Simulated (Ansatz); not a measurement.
System: 1T (CdI2-type) MgI2. Method: HSE06+SOC in Ansatz (plane waves, PAW).

Run with plane-wave cutoff 460 eV, 6×6×4 k mesh (along the axes of the cell as run), Fermi–Dirac smearing 0.01 eV, PAW data made under PBE.

Cell (measured lattice):

```yaml
crystal:
  lattice:
    - [-2.07685, -3.59721, 0.00000]
    - [-2.07685, 3.59721, 0.00000]
    - [0.00000, 0.00000, -6.86200]
  atoms:
    - { symbol: Mg, position: [0.00000, 0.00000, 0.00000] }
    - { symbol: I, position: [0.33333, 0.66667, 0.24237] }
    - { symbol: I, position: [0.66667, 0.33333, 0.75763] }
```

Q: Give the computed band gap and smallest direct gap on the k points sampled.

A: 
band gap: 4.09 eV (indirect)
smallest direct gap on the k points sampled: 4.38 eV

Note: cell and atoms aren't relaxed at this level (largest force component 0.07 eV/Å, pressure 0.6 GPa).

Ansatz is a program for electronic structure.
